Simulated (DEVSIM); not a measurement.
Structure: Schottky contact on n-type Si, at 250 K.

Layer 1 from the left is Si, thickness (μm) 0.730, Nd (cm⁻³) 1.4e17, τn (s) 1.7e-5, τp (s) 1.7e-5. Layer 2 from the left is Si, thickness (μm) 26.0, Nd (cm⁻³) 1.5e18, τn (s) 1.7e-5, τp (s) 1.7e-5.

Left contact: Schottky, work function 4.59 eV, emission velocity 5.6e6 cm/s. Right contact: ohmic. Voltage is applied to the left contact. Recombination: SRH at mid-gap, Auger. Mobility is constant in doping.

The device is made up for the run: typed textbook-type constants, with dimensions and the other settings drawn at random. Values at 300 K; Nc and Nv go as T^1.5, mobilities as T to minus their exponent, the gap by Varshni's rule with the affinity fixed.

Si: gap (eV) 1.124, affinity (eV) 4.05, permittivity 11.7, Nc (cm⁻³) 2.86e19, Nv (cm⁻³) 3.1e19, μn (cm²/Vs) 1417, μp (cm²/Vs) 470, T exponent of μn 2.3, T exponent of μp 2.2, Cn (cm⁶/s) 2.8e-31, Cp (cm⁶/s) 9.9e-32, Varshni α (eV/K) 0.000473, Varshni β (K) 636.

DEVSIM, 1D drift-diffusion, Boltzmann statistics, complete ionisation; no tunnelling, impact ionisation, image-force lowering or self-heating. Metal contacts follow the ideal Schottky-Mott rule: no Fermi-level pinning, no interface dipoles.

Dark forward current:

| |V| (V) | |J| (A/cm²) |
|---|---|
| 0.05 | 0.002282 |
| 0.10 | 0.02548 |
| 0.15 | 0.2612 |
| 0.20 | 2.652 |
| 0.25 | 26.69 |
| 0.30 | 251.9 |
| 0.35 | 1658 |
| 0.40 | 5400 |

### Question
Work out the local ideality factor n = ΔV / (kT/q · ln(J2/J1)) between the rows 0.10 and 0.15 V, 0.35 and 0.40 V.

### Answer
kT/q = 21.54 mV. From 0.10 to 0.15 V: ln(0.2612/0.02548) = 2.327, n = 1.00, near the 1 of diffusion or emission over a barrier. From 0.35 to 0.40 V: ln(5400/1658) = 1.181, n = 1.97; the layers' resistance at their doping, Σ W/(qμN) = 6.5e-6 Ω cm², would take 24 mV of this step of 50 mV.

### Question
Estimate the current at 0.20 V for emission alone, J0 = q v N_band exp(−φB/kT), and read the barrier back from the simulated current.

### Answer
φB = 0.540 eV, N_band = 2.18e19 cm⁻³, J0 = 0.000253 A/cm²; J = J0 (exp(qV/kT) − 1) = 2.72 A/cm². The simulation gives 2.65 A/cm²; the estimate lies 2.7 % above. Read backwards, the simulated current gives an apparent barrier of 0.541 eV. The estimate leaves out transport through the depletion region and minority injection.
